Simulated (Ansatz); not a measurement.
NiI2 (R-3m, No. 166) was calculated with r²SCAN+rVV10 (PAW; Ansatz, an electronic-structure program).

Settings: plane-wave cutoff 500 eV, 12×12×12 k mesh, Fermi–Dirac smearing 0.05 eV, spin-polarised start, scalar-relativistic PAW data made under PBE.

Computed at the level's own relaxed cell.

### Question
Estimate the volume per atom, lattice constant a, c axis length and band gap that the calculation returns.

### Answer

- volume per atom: 29.56 Å³/atom
- lattice constant a: 3.929 Å
- c axis length: 19.908 Å
- band gap: 0.94 eV (on the SCF k mesh)

Measured, for comparison: band gap 1.8 eV (100 K, zero-point motion not removed, photoconductivity gap, single crystal; the page drops the formulas, order Cl, Br, I taken from the sentence be; as tabulated in Ronda et al. (1987), doi:10.1103/physrevb.35.4038).

Note: the magnetic order was assumed, not searched for or taken from measurement; a magnet's gap depends somewhat on the PAW data.

Spin–orbit coupling is not included; with these elements it can move the gap by several tenths of an eV or more.

The computed numbers hold no vibrational or temperature effects.

It cost roughly 11 core-minutes of CPU time.
